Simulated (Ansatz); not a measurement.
A working Ansatz (a first-principles code) input for HfGe (I4_1md, 4 atoms in the cell) (DFT, revPBE, plane waves, default PAW files made with PBE):

Ansatz 0.2 input:
```yaml
# HfGe
crystal:
  lattice:
    - [-1.794892, 1.794892, 6.076622]
    - [1.794892, -1.794892, 6.076622]
    - [1.794892, 1.794892, -6.076622]
  atoms:
    - { symbol: Hf, position: [0.750000, 0.750000, 0.000000] }
    - { symbol: Hf, position: [0.500000, 0.000000, 0.500000] }
    - { symbol: Ge, position: [0.166000, 0.166000, 0.000000] }
    - { symbol: Ge, position: [0.916000, 0.416000, 0.500000] }
basis:
  ecutwfc: 420.0
kpoints:
  mp_grid: { grid: [10, 10, 10] }
hamiltonian:
  xc: revpbe
  pseudopotentials: { kind: paw }
scf:
  occupations: { method: fermi_dirac, width: 0.1 }
output:
  forces: true
  eigenvalues: true
  stress: true
```

The run converged in 8 iterations: free energy E − TS (on the zero of these files) -40059.3813 eV; Fermi level (on the code's own zero) 16.33 eV; pressure 8.92 GPa; largest force (vector length) 0.174 eV/Å. Each of these slips is then made, one at a time:

(1)
```diff
-  occupations: { method: fermi_dirac, width: 0.1 }
+  occupations: { method: fermi, width: 0.1 }
```

(2)
```diff
-    - [-1.794892, 1.794892, 6.076622]
-    - [1.794892, -1.794892, 6.076622]
-    - [1.794892, 1.794892, -6.076622]
+    - [-0.949816, 0.949816, 3.215610]
+    - [0.949816, -0.949816, 3.215610]
+    - [0.949816, 0.949816, -3.215610]
```

### Question
Predict the outcome of each change.

### Answer

(1) A value that the program does not know. The program stopped before any SCF iteration.
```
Error: YAML parse error: error: line 20 column 26: unknown occupation method `fermi` (expected fermi_dirac | gaussian | methfessel_paxton | cold | fixed | tetrahedron | tetrahedron_uncorrected | explicit)
  --> <input>:20:26
   |
18 |   pseudopotentials: { kind: paw }
19 | scf:
20 |   occupations: { method: fermi, width: 0.1 }
   |                  [...]
```

(2) Cell lengths in the wrong unit (bohr against Å). The run converged in 11 iterations without an error; against the sound input the free energy goes up by 118 eV/atom, the pressure goes from 8.92 to 13540 GPa and the largest force goes from 0.174 to 16.98 eV/Å.

The starting cell was generated: these elements placed on a structure prototype, without a prior relaxation; it need not be a known phase or ordering of this composition. Its lattice was rescaled by a random factor within 2.5 % of one. In the base run, with a pressure of about 9 GPa the cell is away from its equilibrium volume at this level. Ansatz's pressure includes its estimate of the finite-basis (Pulay) stress.

Left out of this page: 2 runs of the series outside the window shown, repeating another row's setting, or not comparable; 1 run of the series stopped by limits of time or memory.
